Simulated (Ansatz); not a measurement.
**Effect of Os → Cu on Os**

Take Os in the hcp (Mg type) structure (space group P6_3/mmc, No. 194; a = 2.739 Å, c = 4.317 Å) as the base.

Perturbation: every Os is replaced by Cu; the structure is relaxed again.

Calculations: Kohn–Sham DFT with the r2SCAN functional, run in Ansatz (a program for electronic structure) with PAW and 500 eV plane waves, no spin-orbit coupling, earlier PAW set. Γ-centred 21×21×11 mesh, Fermi–Dirac width 0.05 eV, for the changed cell.

```
quantity                                     base             changed      shift
-----------------------------  ------------------  ------------------  ---------
lattice parameter a                       2.739 Å             2.522 Å   -0.217 Å
c/a ratio                                   1.576               1.651     +0.075
space group                    P6_3/mmc (No. 194)  P6_3/mmc (No. 194)          –
shortest interatomic distance             2.676 Å             2.522 Å  -0.1534 Å
band gap                                     zero                zero          –
```

Final structure:

```yaml
crystal:
  lattice:
    - [2.52226, 0.00000, 0.00000]
    - [-1.26113, 2.18434, 0.00000]
    - [0.00000, 0.00000, 4.16369]
  atoms:
    - { symbol: Cu, position: [0.33333, 0.66667, 0.75000] }
    - { symbol: Cu, position: [0.66667, 0.33333, 0.25000] }
```

No phonon test of stability was made. For Cu in this form, whether it has been made was not checked. The final runs are not spin-polarised. This is not the structure that Cu has at room temperature and ambient pressure.
